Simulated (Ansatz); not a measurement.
Cost and result by functional for the surface energy of the (203) surface of tetragonal indium in its 1x1 cell, outermost plane spacing 0.59 Å in the ideal cut, in Ansatz (plane waves, PAW). Single points on the PBE structure, on one kind of machine; costs are rough ratios of the slab run's core time (references not counted) to the cheapest single point. r2SCAN's cost holds its higher cutoff (500 against 420 eV). Differences are taken against r2SCAN for comparison alone: no measured value is at hand, so the table doesn't rank accuracy.

Set-up: 18 atoms, 10.0 Å thick at the start (thin: gaps and levels are the slab's own); mesh 11x3x1; 0.1 eV smearing; dipole correction on; all atoms relaxed; symmetry of the start imposed; no spin, no spin-orbit, no U. These notes are the PBE run's.

```tsv
functional	relative cost	surface energy (J/m²)	less r2SCAN (J/m²)
PBEsol	1	0.42	0.08
LDA	1	0.46	0.13
RPBE	1	0.22	-0.12
r2SCAN	2	0.34	0.00
PBE (the relaxed run's value)	–	0.31	-0.03
```

The values span 0.24 J/m², while the single points' costs differ by a factor of roughly 2. Differences are of unrounded values.

Ansatz is a program for electronic structure.
